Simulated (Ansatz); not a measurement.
The parent structure is CdSe in the zinc blende structure (space group F-43m, No. 216; a = 6.0816 Å).

Calculations: Kohn–Sham DFT with the PBEsol functional, run in Ansatz (an electronic-structure program) with PAW and 420 eV plane waves, spin-orbit coupling left out.

```tsv
level	band gap	lattice parameter a
PBEsol	0.48 eV	6.082 Å
```

Measured: band gap 1.77 eV (0 K or low temperature; as listed in arXiv:1206.3780); lattice parameter a 6.077 Å (room temperature; as listed in arXiv:1206.3780).

Computed minus measured — band gap: PBEsol -1.29 eV; lattice parameter a: PBEsol +0.1 %. Measured values not marked as corrected hold thermal and zero-point effects that the static-lattice runs lack. A measured gap can be an optical one, lowered by exciton binding. Levels without spin-orbit coupling miss its lowering of the gap, often about a third of the valence-band splitting.

Whether these cells are dynamically stable was not tested.
